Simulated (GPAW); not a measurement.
Worked example: self-consistent single point of BaC₂ (C2/c, 6 atoms in the cell) in GPAW.

Method of the run: PBEsol, GPAW PAW datasets PBEsol (made by gpaw-setup) (plane waves; GPAW 25.7.0).

The change in words: lattice scaled by 0.98. Reference geometry:
```yaml
crystal:
  lattice:
    - [3.77493, -2.35399, 0.00000]
    - [3.77493, 2.35399, 0.00000]
    - [-2.83915, 0.00000, 7.71389]
  atoms:
    - { symbol: Ba, position: [0.81021, 0.18979, 0.25000] }
    - { symbol: Ba, position: [0.18979, 0.81021, 0.75000] }
    - { symbol: C, position: [0.58597, 0.89327, 0.44553] }
    - { symbol: C, position: [0.41403, 0.10673, 0.55447] }
    - { symbol: C, position: [0.10673, 0.41403, 0.05447] }
    - { symbol: C, position: [0.89327, 0.58597, 0.94553] }
```

Reference input (self-consistent single point, DFT PBEsol, plane waves, GPAW PAW datasets PBEsol (made by gpaw-setup)): mode = pw; ecut = 900 eV; xc = PBEsol; kpts = 5 5 3; mesh shift (steps) = 0 0 0; occupations.name = fermi-dirac; occupations.width = 0.05 eV; nbands = -4; convergence.bands = -2; symmetry.symmorphic = false; symmetry.tolerance = 0.0005; maxiter = 100. This run's input differs from it in these lines:

```diff
@@ -5,5 +5,5 @@
 atoms = Atoms(['Ba', 'Ba', 'C', 'C', 'C', 'C'],
-              cell=[[3.774928, -2.353990, 0.000000],
-                    [3.774928, 2.353990, 0.000000],
-                    [-2.839154, 0.000000, 7.713893]],
+              cell=[[3.699429, -2.306910, 0.000000],
+                    [3.699429, 2.306910, 0.000000],
+                    [-2.782371, 0.000000, 7.559615]],
               scaled_positions=[[0.810210, 0.189790, 0.250000],
```

Output (repeated stretches shortened):

```
     iter     time        total  log10-change:
                         energy   eigst   dens
iter:   1 --:--:--   -47.750683   +0.52
iter:   2 --:--:--   -46.517840   -0.20  -0.85
iter:   3 --:--:--   -41.669708   +0.50  -0.89
iter:   4 --:--:--   -41.683195   -0.60  -1.33
iter:   5 --:--:--   -53.071436   +0.37  -1.33
iter:   6 --:--:--   -41.532740   +0.32  -0.73
iter:   7 --:--:--   -41.638178   -0.87  -1.71
iter:   8 --:--:--   -41.672288   -1.51  -1.99
iter:   9 --:--:--   -41.647198   -1.66  -1.93
iter:  10 --:--:--   -41.647203   -2.16  -2.45
iter:  11 --:--:--   -41.646806c  -2.43  -2.60
   [... lines left out ...]
iter:  18 --:--:--   -41.646239c  -4.13  -3.73
iter:  19 --:--:--   -41.646231c  -4.07  -3.74
iter:  20 --:--:--   -41.646231c  -4.25  -4.17c
iter:  21 --:--:--   -41.646232c  -4.42  -4.23c
iter:  22 --:--:--   -41.646231c  -4.32  -4.27c
iter:  23 --:--:--   -41.646231c  -4.46  -4.50c
iter:  24 --:--:--   -41.646231c  -4.57  -5.14c
   [... 19 lines left out ...]
iter:  44 --:--:--   -41.646231c  -7.25  -6.64c
iter:  45 --:--:--   -41.646231c  -7.22  -6.78c
iter:  46 --:--:--   -41.646231c  -7.02  -6.83c
iter:  47 --:--:--   -41.646231c  -7.22  -6.89c
iter:  48 --:--:--   -41.646231c  -7.43c -6.96c
Converged after 48 iterations.

Dipole moment: (0.000000, -0.000000, -0.000000) |e|*Ang

Energy contributions relative to reference atoms: (reference = -446473.303915)

Kinetic:        +55.129215
Potential:      -50.344338
External:        +0.000000
XC:             -46.401094
Entropy (-ST):   -0.000000
Local:           -0.030015
SIC:             +0.000000
--------------------------
Free energy:    -41.646231
Extrapolated:   -41.646231

Showing only first 2 kpts
 Kpt  Band  Eigenvalues  Occupancy
  0    16      3.30930    2.00000
  0    17      3.97777    2.00000
  0    18      6.86851    0.00000
  0    19      7.86799    0.00000

  1    16      3.62295    2.00000
  1    17      4.01983    2.00000
  1    18      7.15076    0.00000
  1    19      7.92027    0.00000

Fermi level: 5.19067

Gap: 2.072 eV
Transition (v -> c):
   [... lines left out ...]
Direct gap: 2.097 eV
   [... lines left out ...]
  0 Ba    0.00000   -0.07969    0.00000
  1 Ba    0.00000    0.07969   -0.00000
  2 C     0.41889   -2.40745   -2.21917
  3 C    -0.41889    2.40745    2.21917
  4 C    -0.41889   -2.40745    2.21917
  5 C     0.41889    2.40745   -2.21917

Stress tensor:
    -0.014978     0.000000     0.004464
     0.000000    -0.048889     0.000000
     0.004464     0.000000    -0.042686
Stress (GPa, Voigt): [-2.3997 -7.8328 -6.8391  0.      0.7153  0.    ]
```

The run converged in 48 iterations. GPAW prints stress with tension positive. Against the reference run the free energy goes up by 27.4 meV/atom, the largest force goes from 1.292 to 3.301 eV/Å and the gap on the mesh goes from 2.193 to 2.072 eV.

At such cutoffs GPAW's stress carries a finite-basis (Pulay) error, which enters relaxed cells too; its log prints stress with tension positive.

The starting cell comes from a database of computed structures (which also holds hypothetical and non-ambient phases and stackings), without a prior relaxation at this level. Its lattice was rescaled by a random factor within 2.5 % of one. For this run, on top of that: lattice scaled by 0.98. Forces in this geometry exceed 1 eV/Å.

Cost on one core of a shared machine: roughly 6 min.
